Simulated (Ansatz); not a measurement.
The reference is K2S in the anti-fluorite structure (space group Fm-3m, No. 225; a = 7.336 Å). Axes: x, y, z lie along the cube axes.

All numbers come from PBEsol, PAW, 420 eV (Ansatz, a program for electronic structure; spin-orbit coupling left out).

Before the change:

The smallest direct gap is 2.58 eV and the band gap is 2.35 eV.

Now apply this change: tensor shear ε_xy = +1.71 % (engineering shear γ = 0.0342), atoms relaxed at fixed cell.

Task: Predict the new smallest direct gap, band gap, largest internal atomic displacement, stress and energy relative to the base.

Result: The smallest direct gap decreases by 0.033 eV, from 2.58 eV to 2.54 eV; the band gap shrinks by 0.03 eV to 2.32 eV; the largest internal atomic displacement amounts to 0.021 Å; the stress (xx, yy, zz, yz, xz, xy; compression positive) is (0.01, 0.01, 0.02, 0.00, 0.00, -0.31) GPa; the energy rises by 1.1 meV/atom.

The cells carry an imposed strain or load. Whether these cells are dynamically stable was not tested.
